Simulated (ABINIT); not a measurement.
**Pressure against volume in zinc-blende SiC (space group 216) (ABINIT, PBEsol)**

```xyz
2
Lattice="0.0000 2.1167 2.1167 2.1167 0.0000 2.1167 2.1167 2.1167 0.0000" Properties=species:S:1:pos:R:3 pbc="T T T"
Si     0.0000     0.0000     0.0000
C      3.1751     3.1751     3.1751
```

Computed with PBEsol, norm-conserving pseudopotentials (PseudoDojo nc-sr-04 PBEsol standard) (plane waves; ABINIT). Settings: pseudos = [Si.upf, C.upf]; ecut = 53 Ha; occopt = 3; tsmear = 0.00036749 Ha; ngkpt = 13 13 13; nshiftk = 1; shiftk = 0 0 0; potentials = PseudoDojo nc-sr-04 PBEsol standard; nband = 9; kptopt = 1; nstep = 100; tolvrs = 1e-10. The cell above is the first row's. The rows scale it uniformly. In all rows fractional positions and the k mesh are held.

| V (Å^3/atom) | P (GPa) |
|---|---|
| 9.484 | 22.57 |
| 9.690 | 16.29 |
| 9.896 | 10.59 |
| 10.102 | 5.42 |
| 10.308 | 0.73 |
| 10.515 | -3.53 |
| 10.721 | -7.40 |
| 10.927 | -10.90 |
| 11.133 | ? |

Fit P against V with a cubic, and predict the withheld value at V = 11.133.

With u = V - 10.2, the rows have u = -0.7160, -0.5100, -0.3040, -0.0980, 0.1080, 0.3150, 0.5210, 0.7270. Least squares gives P = 3.132 - 22.7981·u + 5.4447·u² - 0.8790·u³. Residuals (row less fit): 0.001, -0.002, 0.000, 0.001, -0.002, 0.007, -0.008, 0.002; standard error 0.005 (degrees of freedom: 4). The fitted pressure is zero at V0 = 10.34, where dP/dV = -21.30, so B0 = -V0·dP/dV = 220 GPa. At the withheld row, u = 0.9330, so P = 3.132 - 22.7981 × 0.9330 + 5.4447 × 0.9330² - 0.8790 × 0.9330³ = -14.113 GPa. The calculation gives -14.08 GPa, 0.033 GPa above the prediction (0.1 % of the range of P in the table). The row lies outside the fitted rows, so this is an extrapolation. From the scatter of the fitted rows alone, a prediction at this place has a standard error of 0.015 GPa, so the miss is 2.3 times that.

Carrying the step between the two nearest rows on in a straight line would have given -14.40, off by 0.32; series whose last step already gives the withheld value aren't shown. The scan was laid around a cell of about the measured size, scaled by a guess for this functional. This is the 3C polytype. The runs keep the symmetry of the cell, so they don't test it for distortions. Cutoffs and mesh are single choices, not tested for convergence of this quantity. Series with a scatter that would blur these digits, or in which a gap closes, are not shown.
